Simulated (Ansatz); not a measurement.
## Migration barriers: interstitial F in diamond, charge state -1

System: interstitial F in diamond (charge state -1). Level of theory: PBE, PAW (plane waves to 420 eV; Ansatz, a first-principles code).

Settings: 64 host sites, the relaxed PBE lattice, a 2×2×2 k-point mesh shifted by half a step, smearing 0.01 eV, spin-restricted, no image-charge correction. Static, classical nuclei. The host's phase is taken as given; its stability against other phases was not computed. The charge state is imposed; whether it is stable for some Fermi level was not computed. Sites that were not tried may lie lower.

Barriers: single points on a 3×3×3 k-point mesh shifted by half a step at the bands' geometries.

```csv
Route,Start site over the lowest site run (eV),Hop (Å),Forward barrier (eV),Backward barrier (eV),Neighbours at the start,Neighbours at the saddle,Saddle order,"Forward, on the band's own sampling (eV)"
"a concerted move, in which F travels most",0.00,1.48,0.46,0.46,"C at 1.29, C at 1.64, C at 1.93, 2 C at 1.99, 2 C at 2.19 Å","C at 1.35, C at 1.57, C at 1.76, 2 C at 2.03, 2 C at 2.17 Å",first order,0.49
```

Paths come from nudged elastic bands with a climbing image.   A further band (a concerted move, in which F travels most, 2.20 Å) gave 0.49 eV forward on its own sampling, 0.49 eV above the lowest site run, but a shoulder points to a second hump between its images, so it is not taken as a result. 1 more band(s) gave no usable saddle point.

The whole set of runs took about 7 core-hours (a rough figure).
